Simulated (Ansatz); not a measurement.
Here is the system:

Host crystal: 3C silicon carbide, with a band gap (PBE, scalar-relativistic without spin-orbit coupling).

End structure of Pt on the 1x1 (110) surface of 3C silicon carbide (cut with top plane C + Si), one in a 2x2 cell, started at the site 'over Si at depth 1.5 Å':

```xyz
49
Lattice="6.1943 0.0000 0.0000 0.0000 8.7600 0.0000 0.0000 0.0000 27.0000" Properties=species:S:1:pos:R:3 pbc="T T T"
C      0.0000     3.2273     9.6400
C      0.0000     7.6073     9.6400
C      3.0971     3.2273     9.6400
C      3.0971     7.6073     9.6400
Si     1.5486     2.3762     9.8826
Si     1.5486     6.7562     9.8826
Si     4.6457     2.3762     9.8826
Si     4.6457     6.7562     9.8826
C      1.5486     1.0384    11.1621
C      1.5486     5.4184    11.1621
C      4.6457     1.0384    11.1621
C      4.6457     5.4184    11.1621
Si     0.0000    -0.0299    11.1216
Si     0.0000     4.3501    11.1216
Si     3.0971    -0.0299    11.1216
Si     3.0971     4.3501    11.1216
C      0.0000     3.2647    12.7216
C      0.0000     7.6447    12.7216
C      3.0971     3.2647    12.7216
C      3.0971     7.6447    12.7216
Si     1.5486     2.1693    12.7410
Si     1.5486     6.5493    12.7410
Si     4.6457     2.1693    12.7410
Si     4.6457     6.5493    12.7410
C      1.5486     1.0357    14.2733
C      1.5486     5.4710    14.2969
C      4.6457     1.0525    14.2699
C      4.6457     5.4798    14.2989
Si    -0.0088    -0.0409    14.2634
Si    -0.0055     4.3733    14.2557
Si     3.1060    -0.0409    14.2634
Si     3.1026     4.3733    14.2557
C     -0.0079     3.2214    15.7565
C      0.0039     7.6325    15.8879
C      3.1050     3.2214    15.7565
C      3.0932     7.6325    15.8879
Si     1.5486     2.1936    15.7786
Si     1.5486     6.5431    15.9234
Si     4.6457     2.1763    15.8207
Si     4.6457     6.4952    15.9673
C      1.5486     1.1284    17.4702
C      1.5486     5.4083    17.3499
C      4.6457     1.1128    17.3902
C      4.6457     5.2822    17.3760
Si    -0.0292     0.2162    17.1573
Si     0.0372     4.3991    17.2331
Si     3.1264     0.2162    17.1573
Si     3.0599     4.3991    17.2331
Pt     1.5486     2.9523    18.4816
```

Slab: 49 atoms, 7.7 Å thick at the start under the adsorbate (thin: gaps and levels are the slab's own); k 3x3x1, smearing 0.01 eV, dipole-corrected; 24 atoms held, the rest relaxed; start symmetry kept, larger cells not searched; spin-polarised, no spin-orbit, no U, no dispersion correction. The starting moment vanished. At the end it is bonded to C + 3 Si. In PBE it is, or lies within 0.03 eV of, the lowest of the starts that converged.

A negative adsorption energy means that the adsorbate is more stable on the surface than in its reference.

Question: What change of the step from the bottom to the top vacuum level, against the clean slab does PBE in Ansatz (a quantum-chemistry and plane-wave program) give?

Answer: -0.42 eV

Question: Predict the adsorption energy against an atom of fcc Pt from PBE.

Answer: -0.015 eV
